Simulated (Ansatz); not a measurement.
The starting structures come from a database of crystals and need not be the phases stable at ambient conditions.

By LDA, the system below comes out a metal.

The ballistic (Sharvin) conductance counts the channels at the Fermi level: G/A = (e²/h) × channels of both spins per area.

Input:

```yaml
crystal:
  lattice:
    - [2.82708, 0.00000, 0.00000]
    - [0.00000, 9.18599, 0.00000]
    - [1.41354, 0.00000, 2.44832]
  atoms:
    - { symbol: Al, position: [0.00000, 0.00000, 0.00000] }
    - { symbol: Al, position: [0.00000, 0.50000, 0.00000] }
    - { symbol: Al, position: [0.33333, 0.75000, 0.33333] }
    - { symbol: Al, position: [0.66667, 0.25000, 0.66667] }
```

Space group of this cell: P6_3/mmc. The cell is taken as given.

The current flows along the normal of the first two printed cell vectors, the (100) plane of the conventional cell. No spin-orbit coupling; the value is a mean over 0.1 eV about the Fermi level.

Problem. Predict the ballistic conductance per area from LDA run with Ansatz (a program for electronic structure).

Solution. 1.3 × 10¹⁵ S/m² for both spins.
